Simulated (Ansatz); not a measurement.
An Ansatz (an electronic-structure program) run: Ti3O5 with a change (biaxial strain +1.79 %, plane normal [001], relaxed out of plane); Ansatz PBEsol, without spin-orbit coupling.

Input:

Ansatz 0.2 input:
```yaml
crystal:
  lattice:
    - [3.8171102641, 0, 0]
    - [1.908555132, 4.983927248, 0]
    - [0, 0, 9.7339760834]
  atoms:
    - { symbol: Ti, position: [0.6992784251, 0.6014431498, 0.75] }
    - { symbol: Ti, position: [0.3007215749, 0.3985568502, 0.25] }
    - { symbol: Ti, position: [0.3699925979, 0.2600148042, 0.5561967758] }
    - { symbol: Ti, position: [0.6300074021, 0.7399851958, 0.4438032242] }
    - { symbol: Ti, position: [0.6300074021, 0.7399851958, 0.0561967758] }
    - { symbol: Ti, position: [0.3699925979, 0.2600148042, 0.9438032242] }
    - { symbol: O, position: [0.7376103228, 0.5247793544, 0.25] }
    - { symbol: O, position: [0.2623896772, 0.4752206456, 0.75] }
    - { symbol: O, position: [0.4507025675, 0.098594865, 0.3744882516] }
    - { symbol: O, position: [0.5492974325, 0.901405135, 0.6255117484] }
    - { symbol: O, position: [0.5492974325, 0.901405135, 0.8744882516] }
    - { symbol: O, position: [0.4507025675, 0.098594865, 0.1255117484] }
    - { symbol: O, position: [0.8191973335, 0.361605333, 0.9343614451] }
    - { symbol: O, position: [0.1808026665, 0.638394667, 0.0656385549] }
    - { symbol: O, position: [0.1808026665, 0.638394667, 0.4343614451] }
    - { symbol: O, position: [0.8191973335, 0.361605333, 0.5656385549] }
basis: { ecutwfc: 420, ecutrho_ratio: 4, xc_grid: 2, fft_grid_basis: typed }
kpoints: { mp_grid: { grid: [11, 11, 4] } }
hamiltonian:
  xc: pbesol
  dispersion: none
  pseudopotentials: { kind: paw }
scf: { occupations: { method: fermi_dirac, width: 0.05 } }
relax: { f_tol: 0.005, max_steps: 50, cell: { stress_tol: 0.01, fix: [a, b, gamma] } }
output: { forces: true, stress: true }
checkpoint: { write: state.ck, write_every: 1000 }
```

Output (explanatory and most iteration lines left out):

```
Relaxation: its limit of steps is 50 (relax.max_steps)
Pseudopotential: Ti, paw, valence charge 12
Pseudopotential: O, paw, valence charge 6
Crystal: 16 atoms, lattice volume = 185.181 Å³
Basis set: ecut = 420 eV, 3619 PW (Γ), exchange–correlation on 54×72×144 points (8 copies of the dense FFT grid, shifted against one another)
Bands: 82, of which v1, the nominal top of the filled ones, is band 66 counted from 1 (65 counted from 0)
Symmetry: 8 space group operations
Space group: Cmcm (ITA 63), of the structure as read, at distance tolerance 5.7e-5 Å
k-points: 108 of 484
Functional: x = pbesol(κ = 0.804, μ = 0.12345679012345678), c = pbesol(β = 0.046)
SCF iter   1: F=—  HF=-20474.756928 eV  |F-HF|=—  |Δ(HF+E_count)|=         —  Δρ=1.92e-2  dr2=5.69e-1  ethr=1.77e-3  ⟨swp⟩=5.0  Hψ=33955  notcnv=0  defer=1
SCF iter   2: F=—  HF=-20474.722613 eV  |F-HF|=—  |Δ(HF+E_count)|=   3.43e-2  Δρ=1.69e-2  dr2=3.68e-1  ethr=4.31e-4  ⟨swp⟩=2.3  Hψ=16566  notcnv=0  defer=6
SCF 1 converged in 8 iterations: F = -20474.633313 eV  dr2 = 1.70e-8
relax step   1: F+E_penalty+E_count = -20474.63331334 eV  Δ(F+E_penalty+E_count) = +0.000e0 eV  max|allowed force component| = 1.651e-1 eV/Å  Δτ_max = 0.0000 Å  P = -5.516 GPa  Ω = 185.181 Å³  fix = [a, b, gamma]  reactions: a -7.122, b -7.726 GPa; gamma -0.231 GPa/rad  (8 SCF iters, dr2 threshold 1.00e-7 eV, accepted)
[... steps on the carried basis left out ...]
relax step   7: F+E_penalty+E_count = -20474.66053444 eV  Δ(F+E_penalty+E_count) = -2.863e-4 eV  max|allowed force component| = 1.158e-3 eV/Å  Δτ_max = 0.0005 Å  P = -3.926 GPa  Ω = 183.626 Å³  energy of the carried Pulay correction = +2.660e-4 eV  fix = [a, b, gamma]  reactions: a -5.588, b -6.188 GPa; gamma -0.230 GPa/rad  (5 SCF iters, dr2 threshold 2.52e-8 eV, accepted)
Crystal: 16 atoms, lattice volume = 183.626 Å³
SCF iter   1: F=—  HF=-20474.660213 eV  |F-HF|=—  |Δ(HF+E_count)|=         —  Δρ=4.29e-6  dr2=6.95e-9  ethr=3.22e-8  ⟨swp⟩=4.4  Hψ=59293  notcnv=0
SCF iter   2: F=—  HF=-20474.660261 eV  |F-HF|=—  |Δ(HF+E_count)|=   4.83e-5  Δρ=3.07e-6  dr2=1.02e-8  ethr=5.26e-12  ⟨swp⟩=3.9  Hψ=22557  notcnv=0
SCF 8 converged in 7 iterations: F = -20474.660261 eV  dr2 = 8.32e-13
SCF converged after 7 iterations
Free energy (F): -20474.660261 eV
Internal energy: -20474.563661 eV  (E = F + TS)
E sigma→0 (E₀):  -20474.611961 eV
Entropy (-TS):   -0.096601 eV (-6.038 meV/atom)
Fermi energy:    11.298139 eV
--- Forces (eV/Å), atoms counted from 1 ---
  atom   1  Ti     0.00000000    -0.00048639    -0.00000000
  atom   2  Ti    -0.00000000     0.00048639     0.00000000
  atom   3  Ti    -0.00000000     0.00116191     0.00007260
  atom   4  Ti     0.00000000    -0.00116191    -0.00007260
  atom   5  Ti     0.00000000    -0.00116191     0.00007260
  atom   6  Ti    -0.00000000     0.00116191    -0.00007260
  atom   7  O      0.00000000    -0.00002006    -0.00000000
  atom   8  O     -0.00000000     0.00002006     0.00000000
  atom   9  O     -0.00000000     0.00059091    -0.00012930
  atom  10  O      0.00000000    -0.00059091     0.00012930
  atom  11  O      0.00000000    -0.00059091    -0.00012930
  atom  12  O     -0.00000000     0.00059091     0.00012930
  atom  13  O     -0.00000000     0.00002099    -0.00041838
  atom  14  O      0.00000000    -0.00002099     0.00041838
  atom  15  O      0.00000000    -0.00002099    -0.00041838
  atom  16  O     -0.00000000     0.00002099     0.00041838
--- Stress (GPa, compression-positive) ---
       -6.302423      -0.000000       0.000000
       -0.000000      -5.473956      -0.000000
        0.000000      -0.000000      -0.005342
  P = ⅓ Tr σ = -3.9272 GPa (-39.272 kbar)
--- Relaxed structure (6 steps of the walk, 6 accepted, 2 SCFs on fresh bases) ---
  cell:  # Å, volume = 183.6256 Å³
    - [3.8171102641, 1.9147171519593326e-11, -7.093691910047422e-33]
    - [1.908555132025, 4.983927248009573, -4.3888547463324115e-33]
    - [-1.8089555348922777e-32, -1.6445050317202525e-33, 9.652209710757546]
  atoms:
    - { symbol: Ti, position: [0.69769059974704, 0.6046188005059198, 0.7499999999999999] }
    - { symbol: Ti, position: [0.3023094002529599, 0.39538119949408007, 0.25] }
    - { symbol: Ti, position: [0.36893645970961386, 0.26212708058077205, 0.5575174660416193] }
    - { symbol: Ti, position: [0.6310635402903859, 0.7378729194192275, 0.4424825339583805] }
    - { symbol: Ti, position: [0.6310635402903859, 0.7378729194192275, 0.057517466041619426] }
    - { symbol: Ti, position: [0.36893645970961386, 0.26212708058077205, 0.9424825339583803] }
    - { symbol: O, position: [0.7436656618250506, 0.5126686763498988, 0.25] }
    - { symbol: O, position: [0.25633433817494944, 0.48733132365010096, 0.7499999999999999] }
    - { symbol: O, position: [0.4521449105573739, 0.09571017888525209, 0.37547135452749997] }
    - { symbol: O, position: [0.547855089442626, 0.9042898211147479, 0.6245286454724999] }
    - { symbol: O, position: [0.547855089442626, 0.9042898211147479, 0.8754713545274999] }
    - { symbol: O, position: [0.4521449105573739, 0.09571017888525209, 0.12452864547249999] }
    - { symbol: O, position: [0.8192187394902791, 0.36156252101944186, 0.932779002273811] }
    - { symbol: O, position: [0.18078126050972088, 0.638437478980558, 0.06722099772618907] }
    - { symbol: O, position: [0.18078126050972088, 0.638437478980558, 0.43277900227381094] }
    - { symbol: O, position: [0.8192187394902791, 0.36156252101944186, 0.5672209977261891] }
```

Without a gap, meshes like the base's 11×11×4 leave anisotropic stresses uncertain by several tenths of a GPa, and small strain energies with them. Whether these cells are dynamically stable was not tested. No Hubbard U is applied, and correlation can decide whether such a compound is a metal. All final runs are without spin polarisation. The cell was made from Ti₃O₅ (space group Cmcm, No. 63) by this change: biaxial strain +1.79 %, plane normal [001], relaxed out of plane.
